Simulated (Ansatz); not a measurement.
Model: Si(111) 1x1 surface, 6 top atoms, 3 bilayers, bottom bilayer H-capped and fixed, every top atom capped by F; cell 11.5 x 6.6 Å; about 7 Å thick over the host's atoms, 18 atoms held. These are PBE-D3(BJ) (plane waves to 420 eV, PAW; Ansatz, a first-principles code) values and carry that method's errors. Sampling: 1x2x1 k points. The slab states were run without spin polarisation. Slab thickness, cell and mesh are as stated and are not converged limits. All energies are electronic energies at 0 K, without vibrations. Each state was relaxed from one prepared geometry.

One HF a cell is brought to Si(111):F. Relaxed result near the molecule:

| atom | x (Å) | y (Å) | z (Å) |
|---|---|---|---|
| F(31) | 5.711 | 3.372 | 11.124 |
| F(46) | 7.667 | -0.027 | 11.127 |
| F(47) | 9.625 | 3.372 | 11.123 |
| F(p0) | 7.670 | 1.986 | 13.079 |
| H(p1) | 7.669 | 1.141 | 12.676 |

Question: What is the adsorption energy against the free HF and the slab before, and how much of it is dispersion?

Answer: -0.12 eV (negative: bound); the D3 term gives -0.06 eV of it. Its closest contacts to the rest of the cell: H(p1)...F(46) 1.94 Å, F(p0)...F(46) 2.80 Å, F(p0)...F(47) 3.09 Å.
